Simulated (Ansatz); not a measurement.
An Ansatz (an electronic-structure program) input (PBE in Ansatz (plane waves to 420 eV, PAW, spin-orbit coupling left out)):

Ansatz 0.2 input:
```yaml
crystal:
  lattice:
    - [0, 3.0744867513, 3.0744867513]
    - [3.0744867513, 0, 3.0744867513]
    - [3.0744867513, 3.0744867513, 0]
  atoms:
    - { symbol: Ba, position: [0, 0, 0] }
    - { symbol: S, position: [0.5, 0.5, 0.5] }
basis: { ecutwfc: 420, ecutrho_ratio: 4, xc_grid: 2, fft_grid_basis: typed }
kpoints: { mp_grid: { grid: [9, 9, 9] } }
hamiltonian:
  xc: pbe
  dispersion: none
  pseudopotentials: { kind: paw }
scf: { occupations: { method: fermi_dirac, width: 0.05 } }
relax: { f_tol: 0.01, max_steps: 60, cell: { stress_tol: 0.02, p_target: 10 } }
output: { forces: true, stress: true }
checkpoint: { write: state.ck, write_every: 1000 }
```

Problem. Which symmetry and how many k-points will the program report, and about how many plane waves at Γ?

Solution. Space group Fm-3m (ITA 225) with 48 operations, k-points 35 of 729, and 1139 plane waves at Γ.

Problem. And the final pressure?

Solution. 10.01 GPa (compression positive).

Load acts through the strain it causes; cell and atoms are relaxed under it. Whether these cells are dynamically stable was not tested. No other phases were tried under pressure. The cell was made from BaS in the rock salt structure (space group Fm-3m, No. 225) by this change: pressure 10 GPa.
